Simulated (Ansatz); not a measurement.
The starting structures come from a database of crystals and need not be the phases stable at ambient conditions.

The decay constant κ of evanescent states in the gap governs leakage through a thin film.

Here is the system:

```yaml
crystal:
  lattice:
    - [7.85062, 0.00000, 0.00000]
    - [-2.96094, 9.01535, 0.00000]
    - [0.00000, 3.57983, 4.41115]
  atoms:
    - { symbol: Pb, position: [0.88294, 0.91140, 0.84296] }
    - { symbol: Pb, position: [0.11706, 0.08860, 0.15704] }
    - { symbol: Pb, position: [0.61706, 0.08860, 0.16576] }
    - { symbol: Pb, position: [0.38294, 0.91140, 0.83424] }
    - { symbol: Pb, position: [0.85385, 0.38774, 0.35396] }
    - { symbol: Pb, position: [0.14615, 0.61226, 0.64604] }
    - { symbol: Pb, position: [0.64615, 0.61226, 0.62944] }
    - { symbol: Pb, position: [0.35385, 0.38774, 0.37056] }
    - { symbol: O, position: [0.73487, 0.63128, 0.99564] }
    - { symbol: O, position: [0.26513, 0.36872, 0.00436] }
    - { symbol: O, position: [0.76513, 0.36872, 0.75820] }
    - { symbol: O, position: [0.23487, 0.63128, 0.24180] }
    - { symbol: O, position: [0.05043, 0.19055, 0.71825] }
    - { symbol: O, position: [0.94957, 0.80945, 0.28175] }
    - { symbol: O, position: [0.44957, 0.80945, 0.59935] }
    - { symbol: O, position: [0.55043, 0.19055, 0.40065] }
    - { symbol: O, position: [0.85960, 0.06630, 0.36620] }
    - { symbol: O, position: [0.14040, 0.93370, 0.63380] }
    - { symbol: O, position: [0.64040, 0.93370, 0.99880] }
    - { symbol: O, position: [0.35960, 0.06630, 0.00120] }
```

Space group of this cell: P2_1/c. The cell is taken as given; by PBEsol its mean pressure is -0.7 GPa.

Transport runs along the normal of the first two printed cell vectors.

The gap is the functional's own, uncorrected, and κ follows it; spin-orbit coupling is left out. Mid-gap values are interpolated between the computed energies.

Question: Predict the band gap and the smallest decay constant κ at mid-gap from PBEsol (Ansatz, a first-principles code).

Answer: Gap 1.14 eV on a 4×8×8 mesh; κ = 0.270 1/Å, at (0.500, 0.500) of the in-plane reciprocal vectors. At the zone centre, at the nearest computed energy, the slowest state has κ = 0.33 1/Å.
